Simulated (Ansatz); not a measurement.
Electronic density of states of amorphous Hf18O37Ca, density 8.78 g/cm³, on a 2×2×2 Γ-centred mesh with a Gaussian width of 0.1 eV; energies count from the Fermi level, whose place inside the gap is arbitrary. Cell and mesh are small, so fine structure isn't converged. Level of theory: PBE, scalar-relativistic without spin-orbit coupling (plane waves to 420 eV, PAW; Ansatz, a program for electronic structure). Sampling: a 2×2×2 Γ-centred mesh; Fermi-Dirac width 0.02 eV; no spin polarisation. At PBE the levels at the filled edge of the gap are localised (band-tail or defect states).

The cell was made by melting and quenching with the CHGNet potential and then relaxed with DFT. O atoms were pushed apart under 1.9 Å during the dynamics, to hinder bonds among them. The hot cell started wider than the set density and was brought back towards it in steps. It is the lowest in DFT energy of 2 quenches. It is a model cell: composition and starting density were chosen by hand, and all elements were melted together. No dispersion term was used. Its density started from a set value of 8.78 and ended at 8.78 g/cm³. The quench (nominally 380 K/ps over its main leg) was far faster than any real one, so the model tends to hold more defects than a real film. One small periodic cell is one sample of the glass; other quenches scatter about these values. The volume was held where the preparation left it and the shape relaxed, at a PBE pressure of 1.4 GPa. Stress components on the final sampling reach 1.4 GPa.

```json
[
 {"E - EF (eV)": "-12.00", "states/(eV atom)": "2.81"},
 {"E - EF (eV)": "-11.90", "states/(eV atom)": "1.11"},
 {"E - EF (eV)": "-11.80", "states/(eV atom)": "0.15"},
 {"E - EF (eV)": "-11.70", "states/(eV atom)": "0.00"},
 {"E - EF (eV)": "-11.60", "states/(eV atom)": "0.00"},
 {"E - EF (eV)": "-11.50", "states/(eV atom)": "0.00"},
 {"E - EF (eV)": "-11.40", "states/(eV atom)": "0.00"},
 {"E - EF (eV)": "-11.30", "states/(eV atom)": "0.00"},
 {"E - EF (eV)": "-11.20", "states/(eV atom)": "0.00"},
 {"E - EF (eV)": "-11.10", "states/(eV atom)": "0.00"},
 {"E - EF (eV)": "-11.00", "states/(eV atom)": "0.00"},
 {"E - EF (eV)": "-10.90", "states/(eV atom)": "0.00"},
 {"E - EF (eV)": "-10.80", "states/(eV atom)": "0.00"},
 {"E - EF (eV)": "-10.70", "states/(eV atom)": "0.00"},
 {"E - EF (eV)": "-10.60", "states/(eV atom)": "0.00"},
 {"E - EF (eV)": "-10.50", "states/(eV atom)": "0.00"},
 {"E - EF (eV)": "-10.40", "states/(eV atom)": "0.00"},
 {"E - EF (eV)": "-10.30", "states/(eV atom)": "0.00"},
 {"E - EF (eV)": "-10.20", "states/(eV atom)": "0.00"},
 {"E - EF (eV)": "-10.10", "states/(eV atom)": "0.00"},
 {"E - EF (eV)": "-10.00", "states/(eV atom)": "0.00"},
 {"E - EF (eV)": "-9.90", "states/(eV atom)": "0.00"},
 {"E - EF (eV)": "-9.80", "states/(eV atom)": "0.00"},
 {"E - EF (eV)": "-9.70", "states/(eV atom)": "0.00"},
 {"E - EF (eV)": "-9.60", "states/(eV atom)": "0.00"},
 {"E - EF (eV)": "-9.50", "states/(eV atom)": "0.00"},
 {"E - EF (eV)": "-9.40", "states/(eV atom)": "0.00"},
 {"E - EF (eV)": "-9.30", "states/(eV atom)": "0.00"},
 {"E - EF (eV)": "-9.20", "states/(eV atom)": "0.00"},
 {"E - EF (eV)": "-9.10", "states/(eV atom)": "0.00"},
 {"E - EF (eV)": "-9.00", "states/(eV atom)": "0.00"},
 {"E - EF (eV)": "-8.90", "states/(eV atom)": "0.00"},
 {"E - EF (eV)": "-8.80", "states/(eV atom)": "0.00"},
 {"E - EF (eV)": "-8.70", "states/(eV atom)": "0.00"},
 {"E - EF (eV)": "-8.60", "states/(eV atom)": "0.00"},
 {"E - EF (eV)": "-8.50", "states/(eV atom)": "0.00"},
 {"E - EF (eV)": "-8.40", "states/(eV atom)": "0.00"},
 {"E - EF (eV)": "-8.30", "states/(eV atom)": "0.00"},
 {"E - EF (eV)": "-8.20", "states/(eV atom)": "0.00"},
 {"E - EF (eV)": "-8.10", "states/(eV atom)": "0.00"},
 {"E - EF (eV)": "-8.00", "states/(eV atom)": "0.00"},
 {"E - EF (eV)": "-7.90", "states/(eV atom)": "0.00"},
 {"E - EF (eV)": "-7.80", "states/(eV atom)": "0.00"},
 {"E - EF (eV)": "-7.70", "states/(eV atom)": "0.00"},
 {"E - EF (eV)": "-7.60", "states/(eV atom)": "0.00"},
 {"E - EF (eV)": "-7.50", "states/(eV atom)": "0.00"},
 {"E - EF (eV)": "-7.40", "states/(eV atom)": "0.00"},
 {"E - EF (eV)": "-7.30", "states/(eV atom)": "0.00"},
 {"E - EF (eV)": "-7.20", "states/(eV atom)": "0.04"},
 {"E - EF (eV)": "-7.10", "states/(eV atom)": "0.17"},
 {"E - EF (eV)": "-7.00", "states/(eV atom)": "0.36"},
 {"E - EF (eV)": "-6.90", "states/(eV atom)": "0.42"},
 {"E - EF (eV)": "-6.80", "states/(eV atom)": "0.49"},
 {"E - EF (eV)": "-6.70", "states/(eV atom)": "0.52"},
 {"E - EF (eV)": "-6.60", "states/(eV atom)": "0.54"},
 {"E - EF (eV)": "-6.50", "states/(eV atom)": "0.56"},
 {"E - EF (eV)": "-6.40", "states/(eV atom)": "0.65"},
 {"E - EF (eV)": "-6.30", "states/(eV atom)": "0.70"},
 {"E - EF (eV)": "-6.20", "states/(eV atom)": "0.72"},
 {"E - EF (eV)": "-6.10", "states/(eV atom)": "0.75"},
 {"E - EF (eV)": "-6.00", "states/(eV atom)": "0.80"},
 {"E - EF (eV)": "-5.90", "states/(eV atom)": "0.85"},
 {"E - EF (eV)": "-5.80", "states/(eV atom)": "0.90"},
 {"E - EF (eV)": "-5.70", "states/(eV atom)": "0.95"},
 {"E - EF (eV)": "-5.60", "states/(eV atom)": "0.87"},
 {"E - EF (eV)": "-5.50", "states/(eV atom)": "0.82"},
 {"E - EF (eV)": "-5.40", "states/(eV atom)": "0.91"},
 {"E - EF (eV)": "-5.30", "states/(eV atom)": "0.90"},
 {"E - EF (eV)": "-5.20", "states/(eV atom)": "0.83"},
 {"E - EF (eV)": "-5.10", "states/(eV atom)": "0.82"},
 {"E - EF (eV)": "-5.00", "states/(eV atom)": "0.82"},
 {"E - EF (eV)": "-4.90", "states/(eV atom)": "0.85"},
 {"E - EF (eV)": "-4.80", "states/(eV atom)": "0.80"},
 {"E - EF (eV)": "-4.70", "states/(eV atom)": "0.78"},
 {"E - EF (eV)": "-4.60", "states/(eV atom)": "0.81"},
 {"E - EF (eV)": "-4.50", "states/(eV atom)": "0.83"},
 {"E - EF (eV)": "-4.40", "states/(eV atom)": "0.83"},
 {"E - EF (eV)": "-4.30", "states/(eV atom)": "0.81"},
 {"E - EF (eV)": "-4.20", "states/(eV atom)": "0.81"},
 {"E - EF (eV)": "-4.10", "states/(eV atom)": "0.86"},
 {"E - EF (eV)": "-4.00", "states/(eV atom)": "0.84"},
 {"E - EF (eV)": "-3.90", "states/(eV atom)": "0.84"},
 {"E - EF (eV)": "-3.80", "states/(eV atom)": "0.89"},
 {"E - EF (eV)": "-3.70", "states/(eV atom)": "0.96"},
 {"E - EF (eV)": "-3.60", "states/(eV atom)": "0.98"},
 {"E - EF (eV)": "-3.50", "states/(eV atom)": "1.00"},
 {"E - EF (eV)": "-3.40", "states/(eV atom)": "1.05"},
 {"E - EF (eV)": "-3.30", "states/(eV atom)": "1.05"},
 {"E - EF (eV)": "-3.20", "states/(eV atom)": "0.96"},
 {"E - EF (eV)": "-3.10", "states/(eV atom)": "0.91"},
 {"E - EF (eV)": "-3.00", "states/(eV atom)": "0.93"},
 {"E - EF (eV)": "-2.90", "states/(eV atom)": "0.93"},
 {"E - EF (eV)": "-2.80", "states/(eV atom)": "0.83"},
 {"E - EF (eV)": "-2.70", "states/(eV atom)": "0.72"},
 {"E - EF (eV)": "-2.60", "states/(eV atom)": "0.78"},
 {"E - EF (eV)": "-2.50", "states/(eV atom)": "0.85"},
 {"E - EF (eV)": "-2.40", "states/(eV atom)": "0.80"},
 {"E - EF (eV)": "-2.30", "states/(eV atom)": "0.62"},
 {"E - EF (eV)": "-2.20", "states/(eV atom)": "0.41"},
 {"E - EF (eV)": "-2.10", "states/(eV atom)": "0.31"},
 {"E - EF (eV)": "-2.00", "states/(eV atom)": "0.17"},
 {"E - EF (eV)": "-1.90", "states/(eV atom)": "0.03"},
 {"E - EF (eV)": "-1.80", "states/(eV atom)": "0.00"},
 {"E - EF (eV)": "-1.70", "states/(eV atom)": "0.00"},
 {"E - EF (eV)": "-1.60", "states/(eV atom)": "0.00"},
 {"E - EF (eV)": "-1.50", "states/(eV atom)": "0.00"},
 {"E - EF (eV)": "-1.40", "states/(eV atom)": "0.00"},
 {"E - EF (eV)": "-1.30", "states/(eV atom)": "0.00"},
 {"E - EF (eV)": "-1.20", "states/(eV atom)": "0.00"},
 {"E - EF (eV)": "-1.10", "states/(eV atom)": "0.00"},
 {"E - EF (eV)": "-1.00", "states/(eV atom)": "0.00"},
 {"E - EF (eV)": "-0.90", "states/(eV atom)": "0.00"},
 {"E - EF (eV)": "-0.80", "states/(eV atom)": "0.00"},
 {"E - EF (eV)": "-0.70", "states/(eV atom)": "0.00"},
 {"E - EF (eV)": "-0.60", "states/(eV atom)": "0.00"},
 {"E - EF (eV)": "-0.50", "states/(eV atom)": "0.00"},
 {"E - EF (eV)": "-0.40", "states/(eV atom)": "0.00"},
 {"E - EF (eV)": "-0.30", "states/(eV atom)": "0.00"},
 {"E - EF (eV)": "-0.20", "states/(eV atom)": "0.00"},
 {"E - EF (eV)": "-0.10", "states/(eV atom)": "0.00"},
 {"E - EF (eV)": "0.00", "states/(eV atom)": "0.00"},
 {"E - EF (eV)": "0.10", "states/(eV atom)": "0.00"},
 {"E - EF (eV)": "0.20", "states/(eV atom)": "0.00"},
 {"E - EF (eV)": "0.30", "states/(eV atom)": "0.00"},
 {"E - EF (eV)": "0.40", "states/(eV atom)": "0.00"},
 {"E - EF (eV)": "0.50", "states/(eV atom)": "0.00"},
 {"E - EF (eV)": "0.60", "states/(eV atom)": "0.00"},
 {"E - EF (eV)": "0.70", "states/(eV atom)": "0.00"},
 {"E - EF (eV)": "0.80", "states/(eV atom)": "0.00"},
 {"E - EF (eV)": "0.90", "states/(eV atom)": "0.00"},
 {"E - EF (eV)": "1.00", "states/(eV atom)": "0.00"},
 {"E - EF (eV)": "1.10", "states/(eV atom)": "0.00"},
 {"E - EF (eV)": "1.20", "states/(eV atom)": "0.00"},
 {"E - EF (eV)": "1.30", "states/(eV atom)": "0.00"},
 {"E - EF (eV)": "1.40", "states/(eV atom)": "0.00"},
 {"E - EF (eV)": "1.50", "states/(eV atom)": "0.00"},
 {"E - EF (eV)": "1.60", "states/(eV atom)": "0.00"},
 {"E - EF (eV)": "1.70", "states/(eV atom)": "0.00"},
 {"E - EF (eV)": "1.80", "states/(eV atom)": "0.00"},
 {"E - EF (eV)": "1.90", "states/(eV atom)": "0.02"},
 {"E - EF (eV)": "2.00", "states/(eV atom)": "0.12"},
 {"E - EF (eV)": "2.10", "states/(eV atom)": "0.24"},
 {"E - EF (eV)": "2.20", "states/(eV atom)": "0.31"},
 {"E - EF (eV)": "2.30", "states/(eV atom)": "0.35"},
 {"E - EF (eV)": "2.40", "states/(eV atom)": "0.46"},
 {"E - EF (eV)": "2.50", "states/(eV atom)": "0.57"},
 {"E - EF (eV)": "2.60", "states/(eV atom)": "0.56"},
 {"E - EF (eV)": "2.70", "states/(eV atom)": "0.56"},
 {"E - EF (eV)": "2.80", "states/(eV atom)": "0.58"},
 {"E - EF (eV)": "2.90", "states/(eV atom)": "0.62"},
 {"E - EF (eV)": "3.00", "states/(eV atom)": "0.64"},
 {"E - EF (eV)": "3.10", "states/(eV atom)": "0.69"},
 {"E - EF (eV)": "3.20", "states/(eV atom)": "0.75"},
 {"E - EF (eV)": "3.30", "states/(eV atom)": "0.69"},
 {"E - EF (eV)": "3.40", "states/(eV atom)": "0.69"},
 {"E - EF (eV)": "3.50", "states/(eV atom)": "0.75"},
 {"E - EF (eV)": "3.60", "states/(eV atom)": "0.77"},
 {"E - EF (eV)": "3.70", "states/(eV atom)": "0.67"},
 {"E - EF (eV)": "3.80", "states/(eV atom)": "0.71"},
 {"E - EF (eV)": "3.90", "states/(eV atom)": "0.69"},
 {"E - EF (eV)": "4.00", "states/(eV atom)": "0.61"},
 {"E - EF (eV)": "4.10", "states/(eV atom)": "0.64"},
 {"E - EF (eV)": "4.20", "states/(eV atom)": "0.71"},
 {"E - EF (eV)": "4.30", "states/(eV atom)": "0.76"},
 {"E - EF (eV)": "4.40", "states/(eV atom)": "0.76"},
 {"E - EF (eV)": "4.50", "states/(eV atom)": "0.71"},
 {"E - EF (eV)": "4.60", "states/(eV atom)": "0.68"},
 {"E - EF (eV)": "4.70", "states/(eV atom)": "0.70"},
 {"E - EF (eV)": "4.80", "states/(eV atom)": "0.64"},
 {"E - EF (eV)": "4.90", "states/(eV atom)": "0.53"}
]
```

The level gap on this mesh is 4.03 eV; the broadening fills part of it in the curve.
